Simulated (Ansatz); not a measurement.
## A computed series for TiO2: response to strain

The reference is TiO₂ in the anatase structure (space group I4_1/amd, No. 141).

```
CELL_PARAMETERS angstrom
     -1.86967     1.86967     4.72754
      1.86967    -1.86967     4.72754
      1.86967     1.86967    -4.72754
ATOMIC_POSITIONS crystal
  Ti 0.75000 0.25000 0.50000
  Ti 0.00000 0.00000 0.00000
  O  0.54202 0.04202 0.50000
  O  0.79202 0.79202 0.00000
  O  0.20798 0.20798 0.00000
  O  0.95798 0.45798 0.50000
```

Cartesian axes are those of the cell as printed.

Strains are applied to the cell and any free atomic positions relax.

Calculations: Kohn–Sham DFT with the LDA functional, run in Ansatz (a quantum-chemistry and plane-wave program) with PAW and 420 eV plane waves, spin-orbit coupling left out.

Notes on the quantities. energy relative to the base: free energy F.

```
case                            energy relative to the base  smallest direct gap  band gap  shortest interatomic distance
------------------------------  ---------------------------  -------------------  --------  -----------------------------
base                                             0 meV/atom              2.44 eV   2.08 eV                        1.911 Å
uniaxial strain ε_xx = +0.60 %                          ___              2.42 eV       ___                        1.913 Å
uniaxial strain ε_xx = +1.20 %                +1.9 meV/atom              2.40 eV   2.05 eV                        1.914 Å
uniaxial strain ε_xx = +1.80 %                +4.1 meV/atom              2.38 eV   2.04 eV                        1.915 Å
uniaxial strain ε_xx = +2.40 %                +7.2 meV/atom                  ___       ___                        1.916 Å
uniaxial strain ε_xx = +3.00 %                 +11 meV/atom              2.35 eV   2.02 eV                        1.917 Å
```

Problem. Some entries are withheld; estimate them.

Solution. 
- uniaxial strain ε_xx = +0.60 %, energy relative to the base: +0.5 meV/atom
- uniaxial strain ε_xx = +0.60 %, band gap: 2.07 eV
- uniaxial strain ε_xx = +2.40 %, smallest direct gap: 2.37 eV
- uniaxial strain ε_xx = +2.40 %, band gap: 2.03 eV

Stability against distortions was not tested. All final runs are without spin polarisation.
